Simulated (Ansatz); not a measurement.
## InP (F-43m): band-edge transport data

Input:

```xyz
2
Lattice="0.0000 2.9390 2.9390 2.9390 0.0000 2.9390 2.9390 2.9390 0.0000" Properties=species:S:1:pos:R:3 pbc="T T T"
In     0.0000     0.0000     0.0000
P      1.4695     1.4695     1.4695
```

All values below come from PBE with spin-orbit coupling, rigid bands (plane waves, PAW; Ansatz, a quantum-chemistry and plane-wave program). How the cell was made: cell and atoms relaxed with PBEsol.

```
Property                                                                                                                                                       Result
---------------------------------------------------------------------------------------------------------------------------------------  ----------------------------
band gap                                                                                                                                                      0.64 eV
electron conductivity mass (300 K, dilute)                                                                                                                   0.064 mₑ
hole conductivity mass (300 K, dilute)                                                                                                                        0.57 mₑ
effective density of states N_c (300 K)                                                                                                                   3.7e17 cm⁻³
effective density of states N_v (300 K)                                                                                                                   2.3e19 cm⁻³
density-of-states mass, electrons                                                                                                                            0.060 mₑ
density-of-states mass, holes                                                                                                                                 0.95 mₑ
Seebeck coefficient, n-type 1e19 cm⁻³, 300 K                                                                                                                 -47 μV/K
Seebeck coefficient, p-type 1e19 cm⁻³, 300 K                                                                                                                 320 μV/K
best p-type power factor at 300 K for τ = 10 fs (best axis; densities from 1e16 to 1e21 cm⁻³ tried, whether or not they can be reached)  13.6 μW/(cm·K²) at 3e20 cm⁻³
```

Rigid bands; masses and Seebeck coefficients take one relaxation time τ for all states and one kind of carrier; polarons and phonon drag are left out. Geometry: cell and atoms relaxed with PBEsol.
